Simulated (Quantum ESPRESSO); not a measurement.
Worked example: self-consistent single point of KRb3 (P1, 4 atoms in the cell) in Quantum ESPRESSO.

Method: PBEsol, PseudoDojo standard norm-conserving (PBESOL) pseudopotentials (plane waves; Quantum ESPRESSO).

The change in words: lattice scaled by 0.98. Reference geometry:
```xyz
4
Lattice="7.1415 0.0000 0.0000 0.0000 7.1415 0.0000 0.0000 0.0000 7.1415" Properties=species:S:1:pos:R:3 pbc="T T T"
K     -0.0766     0.0254     0.0640
Rb     0.0757     3.5665     3.4658
Rb     3.5225    -0.0339     3.5681
Rb     3.6199     3.5835     0.0436
```

Reference input (self-consistent single point, DFT, PBEsol, plane waves, PseudoDojo standard norm-conserving (PBESOL) pseudopotentials): ecutwfc = 75 Ry; occupations = smearing; smearing = fd; degauss = 0.0036749 Ry; potentials = {K: K.upf, Rb: Rb.upf}; K_POINTS = automatic 3 3 3 0 0 0; conv_thr = 1e-08 Ry; mixing_beta = 0.5. This run's input differs from it in these lines:

```diff
@@ -25,10 +25,10 @@
 CELL_PARAMETERS {angstrom}
-   7.1414900000     0.0000000000     0.0000000000
-   0.0000000000     7.1414900000     0.0000000000
-   0.0000000000     0.0000000000     7.1414900000
+   6.9986600000     0.0000000000     0.0000000000
+   0.0000000000     6.9986600000     0.0000000000
+   0.0000000000     0.0000000000     6.9986600000
 ATOMIC_POSITIONS {angstrom}
-K    -0.0766424707    0.0254165629    0.0640305993
-Rb    0.0757426429    3.5664601060    3.4657650970
-Rb    3.5225042350   -0.0338792286    3.5681026487
-Rb    3.6198855927    3.5834997011    0.0435987964
+K    -0.0751096191    0.0249082309    0.0627499856
+Rb    0.0742277880    3.4951308040    3.3964496980
+Rb    3.4520540517   -0.0332016430    3.4967404958
+Rb    3.5474877795    3.5118296068    0.0427268193
 K_POINTS {automatic}
```

The program printed (abridged):

```
     Self-consistent Calculation

     iteration #  1     ecut=    75.00 Ry     beta= 0.50

     Threshold (ethr) on eigenvalues was too large:
     Diagonalizing with lowered threshold

     total energy              =    -222.24977589 Ry
     estimated scf accuracy    <       0.00605969 Ry

     iteration #  2     ecut=    75.00 Ry     beta= 0.50

     total energy              =    -222.25036973 Ry
     estimated scf accuracy    <       0.00073278 Ry

     iteration #  3     ecut=    75.00 Ry     beta= 0.50

     total energy              =    -222.25046284 Ry
     estimated scf accuracy    <       0.00008796 Ry

   [... 2 blocks of this kind left out ...]

     iteration #  6     ecut=    75.00 Ry     beta= 0.50

     total energy              =    -222.25047161 Ry
     estimated scf accuracy    <       0.00000001 Ry

     iteration #  7     ecut=    75.00 Ry     beta= 0.50
     End of self-consistent calculation

     the Fermi energy is     1.8709 ev

!    total energy              =    -222.25047161 Ry
     estimated scf accuracy    <          5.8E-10 Ry
     smearing contrib. (-TS)   =      -0.00320571 Ry
     internal energy E=F+TS    =    -222.24726590 Ry

     convergence has been achieved in   7 iterations

     Forces acting on atoms (cartesian axes, Ry/au):

     atom    1 type  1   force =     0.00094712   -0.00026217   -0.00151209
     atom    2 type  2   force =    -0.00115851   -0.00006034    0.00217530
     atom    3 type  2   force =     0.00071046    0.00059580    0.00090563
     atom    4 type  2   force =    -0.00049907   -0.00027329   -0.00156884

     Total force =     0.003714     Total SCF correction =     0.000036

          total   stress  (Ry/bohr**3)                   (kbar)     P=       -0.65
  -0.00000445   0.00000007   0.00000014           -0.65        0.01        0.02
   0.00000007  -0.00000403   0.00000017            0.01       -0.59        0.02
   0.00000014   0.00000017  -0.00000477            0.02        0.02       -0.70

   JOB DONE.
```

The run converged in 7 iterations. Against the reference run the free energy drops by 4.7 meV/atom, the pressure goes from -0.21 to -0.06 GPa and the largest force goes from 0.055 to 0.063 eV/Å.

The starting cell comes from a database of computed structures (which also holds hypothetical and non-ambient phases and stackings), without a prior relaxation at this level. Its atoms were displaced at random from the sites of space group no. 221. For this run, on top of that: lattice scaled by 0.98.

Cost on one core of a shared machine: roughly 70 s.
